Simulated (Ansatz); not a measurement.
Start from MgF2 in the rutile structure (space group P4_2/mnm, No. 136).

MgF2 is modelled in the tetragonal space group P4₂/mnm (No. 136), the rutile structure, Pearson symbol tP6. Conventional cell: a = b = 4.6389 Å, c = 3.0624 Å, α = β = γ = 90.00°. Mg on 2a is surrounded by 6 F at 1.990–2.002 Å (octahedral). F on 4f is surrounded by 3 Mg at 1.990–2.002 Å (trigonal planar). (Neighbours: up to the widest gap in distance over summed covalent radii, below 1.35, at either atom; cation-cation and far metal-metal contacts left out.)

All numbers come from PBEsol, PAW, 420 eV (Ansatz, a quantum-chemistry and plane-wave program; spin-orbit coupling left out).

Before the change:

Density: 3.14 g/cm³
Band gap: 6.89 eV
Valence-band top at Γ: 0.00, -0.32, -0.32 eV

Now apply this change: hydrostatic tension (pressure −1 GPa).

**Question.** What happens to the density, band gap and valence-band top at Γ?

**Answer.** The density decreases by 0.03 g/cm³, from 3.14 g/cm³ to 3.11 g/cm³; the band gap decreases by 0.07 eV to 6.82 eV; the valence-band top at Γ (three highest levels, from the VBM) is still 0.00, -0.32, -0.32 eV.

Load acts through the strain it causes; cell and atoms are relaxed under it. No phonon test of stability was made.
